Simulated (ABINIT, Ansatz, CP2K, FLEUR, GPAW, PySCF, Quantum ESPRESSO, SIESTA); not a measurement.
**One structure in several programs: Se (P3_121, 3 atoms in the cell)**

Self-consistent single point.

```
Se
1.0
    4.54716     0.00000     0.00000
   -2.27358     3.93796     0.00000
    0.00000     0.00000     5.02560
Se
3
Direct
  0.21789   0.00000   0.33333
  0.00000   0.21789   0.66667
  0.78211   0.78211   0.00000
```

Shared settings, as Ansatz (a program for electronic structure) writes them: kpoints.mp_grid.grid = 7 7 6; scf.occupations.method = fixed. Potentials and cutoffs stand in the table.

```tsv
code	model	pressure (GPa)	largest force (eV/Å)	gap on the mesh (eV)	cutoff
GPAW	PBEsol, GPAW PAW datasets PBEsol (made by gpaw-setup)	-2.11	0.122	1.187	600 eV
CP2K	PBEsol, GPW, DZVP-MOLOPT-SR-GTH basis, GTH-PBE potentials (GTH_POTENTIALS)	-0.75	0.257	1.175	grid 400 Ry
FLEUR	PBEsol, all-electron FLAPW (FLEUR), scalar-relativistic valence	–	0.068	1.200	Kmax 3.8 1/bohr
SIESTA	GGA PBEsol, numerical atomic orbitals DZP, PseudoDojo PBEsol standard norm-conserving potentials (rewritten from UPF to PSML)	2.10	1.609	1.078	grid 400 Ry
Quantum ESPRESSO	PBEsol, GBRV 1.5 ultrasoft (PBESOL) pseudopotentials	-2.17	0.130	1.193	40 Ry
Ansatz	PBEsol, PAW files made with PBE	-2.16	0.137	1.198	default
PySCF	PBESOL, Gaussian basis gth-dzvp-molopt-sr, GTH pseudopotentials gth-pbe, FFT density fitting with multigrid	–	–	1.175	grid 50 Ha
ABINIT	PBEsol, PAW (JTH v2.0 PBE PAW, files made for PBE)	-2.11	0.112	1.203	544 eV
```

A dash marks a value that a program does not give, or that is left out as unsure.

Gaps are read on the mesh.

The spread over the programs that give each value: pressure within 4.27 GPa; largest force within 1.541 eV/Å; gap on the mesh within 0.125 eV.

CP2K, SIESTA and PySCF use small atom-centred bases, whose incompleteness enters pressures, forces and empty levels differently from a plane-wave cutoff. FLEUR treats all electrons, but the usual bases taken here (sphere radii, linearisation, local orbitals, empty states) were not tested for convergence, so the values are no reference for the others. Ansatz's pressure is given at a fixed set of plane waves, as the other plane-wave codes print theirs. In the pressure, CP2K (by 1.39) and SIESTA (by 4.23) lie more than 1 GPa from the median of the plane-wave programs. In the force vectors, CP2K (by 0.383), FLEUR (by 0.194) and SIESTA (by 1.735) lie more than 0.08 eV/Å from the median of the plane-wave programs.

The starting cell comes from a database of computed structures (which also holds hypothetical and non-ambient phases and stackings), without a prior relaxation at this level. Its lattice was rescaled by a random factor within 2.5 % of one.

Keys are those of Ansatz 0.2.
